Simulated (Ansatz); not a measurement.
## PBE against PBEsol: Ni2Si

Consider Ni2Si (space group Pnma, No. 62; a = 5.0210 Å, b = 3.7309 Å, c = 7.0762 Å; non-magnetic).

(Cell as relaxed with PBE.)

Levels (all Ansatz, an electronic-structure program, PAW, earlier PAW set): PBE (420 eV, no SOC); PBEsol (420 eV, without spin-orbit coupling).

Each level relaxes its own structure.

| quantity | PBE | PBEsol |
|---|---|---|
| volume per atom | 11.05 Å³ | [?] |
| space group | Pnma (No. 62) | [?] |
| band gap | zero | [?] |

Task: What does PBEsol give?

Result: 
- volume per atom, PBEsol: 10.62 Å³
- space group, PBEsol: Pnma (No. 62)
- band gap, PBEsol: zero

PBE's volume per atom lies 0.43 Å³ above PBEsol's (4.0 %); the two agree on the space group and band gap. Neither level is exact; PBEsol is the comparison here, not a measurement.

No phonon test of stability was made. Starting moments died away, wholly or in part, for the base; another magnetic solution may exist. The final runs are not spin-polarised.
